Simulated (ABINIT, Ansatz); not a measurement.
An ABINIT input for a self-consistent single point of Cu3Au (Pm-3m, 4 atoms in the cell) (DFT, PBE, plane waves, PAW (JTH v2.0 PBE PAW)):

```
# Cu3Au, JTH v2.0 PBE PAW
pp_dirpath "./"
pseudos "Cu.GGA_PBE-JTH.xml, Au.GGA_PBE-JTH.xml"
acell 7.1943933366 7.1943933366 7.1943933366
rprim
         1.0000000000    0.0000000000    0.0000000000
         0.0000000000    1.0000000000    0.0000000000
         0.0000000000    0.0000000000    1.0000000000
natom 4
ntypat 2
znucl 29 79
typat 1 1 1 2
xcart
         0.0000000000    1.9035545000    1.9035545000
         1.9035545000    0.0000000000    1.9035545000
         1.9035545000    1.9035545000    0.0000000000
         0.0000000000    0.0000000000    0.0000000000
      Angstrom
ecut 816 eV
pawecutdg 1633 eV
pawxcdev 0
occopt 7
tsmear 0.00999582
nband 43
kptopt 1
ngkpt 9 9 9
nshiftk 1
shiftk 0 0 0
nstep 100
tolvrs 1.0e-11
prtwf 0
prtden 0
enunit 1
```

### Question
Write the same calculation as an input for Ansatz (a first-principles code).

### Answer
This is the input that was run; spellings and numerical settings could be chosen otherwise.

Ansatz 0.2 input:
```yaml
crystal:
  lattice:
    - [3.80710900, 0.00000000, 0.00000000]
    - [0.00000000, 3.80710900, 0.00000000]
    - [0.00000000, 0.00000000, 3.80710900]
  atoms:
    - { symbol: Cu, position_ang: [0.00000000, 1.90355450, 1.90355450] }
    - { symbol: Cu, position_ang: [1.90355450, 0.00000000, 1.90355450] }
    - { symbol: Cu, position_ang: [1.90355450, 1.90355450, 0.00000000] }
    - { symbol: Au, position_ang: [0.00000000, 0.00000000, 0.00000000] }
kpoints:
  mp_grid: { grid: [9, 9, 9] }
hamiltonian:
  xc: pbe
  pseudopotentials: { kind: paw }
scf:
  occupations: { method: gaussian, width: 0.272 }
output:
  forces: true
  eigenvalues: true
  stress: true
```

Basis settings and potentials, where a program has them, do not carry over. This input uses DFT, PBE, plane waves, default PAW files. Both were run: pressure -3.07 GPa in ABINIT and -2.87 in Ansatz. Ansatz's pressure is the one without its finite-basis correction.

On Ansatz: the starting cell comes from a database of computed structures (which also holds hypothetical and non-ambient phases and stackings), without a prior relaxation at this level. Its lattice was rescaled by a random factor within 2.5 % of one. Spin polarisation is off.

On ABINIT: the starting cell comes from a database of computed structures (which also holds hypothetical and non-ambient phases and stackings), without a prior relaxation at this level. Its lattice was rescaled by a random factor within 2.5 % of one. Spin polarisation is off. With a pressure of about -3 GPa the cell is away from its equilibrium volume at this level.
